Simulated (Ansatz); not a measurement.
Results of BLYP in Ansatz (plane waves, PAW) for white tin (β-Sn).

Run with plane-wave cutoff 520 eV, 20×20×20 k mesh, Fermi–Dirac smearing 0.05 eV, scalar-relativistic PAW data made under PBE.

Shape and atoms are relaxed at each volume.

Pressure at four volumes; x = ln(V/31.190 Å³). One pressure is withheld.

```csv
V (Å³/atom),x,P (GPa)
29.942,-0.0408,?
30.566,-0.0202,0.752
31.190,0.0000,0.004
32.437,0.0392,-1.254
```

Pass a parabola P(x) through the three rows shown, estimate the bulk modulus and its pressure derivative near zero pressure, and predict the withheld pressure.

Slopes between the rows: (0.004 − (0.752))/(0.0000 − (-0.0202)) = -37.03 and (-1.254 − (0.004))/(0.0392 − (0.0000)) = -32.09 GPa. Their difference over the span 0.0594 is c = 4.94/0.0594 = 83.2 GPa, so P(x) = 0.752 + (-37.03)(x − (-0.0202)) + 83.2 (x − (-0.0202))(x − (0.0000)). At the middle row B = −dP/dx = −[-37.03 + 83.2 × 0.0202] = 35.3 GPa, and B′ = dB/dP = 2c/B = 4.7. At x = -0.0408 the parabola gives 1.585 GPa; the run gives 1.590 GPa. The Birch–Murnaghan fit to the energies at all volumes has B0 = 35.2 GPa and B′ = 4.8.

Measured, for comparison: bulk modulus 57.0 GPa (temperature not stated, not corrected to a static lattice; as tabulated in Chen et al. (2023), arXiv:2209.05059). Computed (rounded) less measured: bulk modulus -38 %.

Note: the cell is over a tenth larger than the published one: the level's own overestimate first of all, though another phase or state, or a fault of the published cell, is possible; the bulk modulus comes from volumes at which shape and atoms were relaxed.

Spin–orbit coupling is not included.

Ansatz is a quantum-chemistry and plane-wave program.
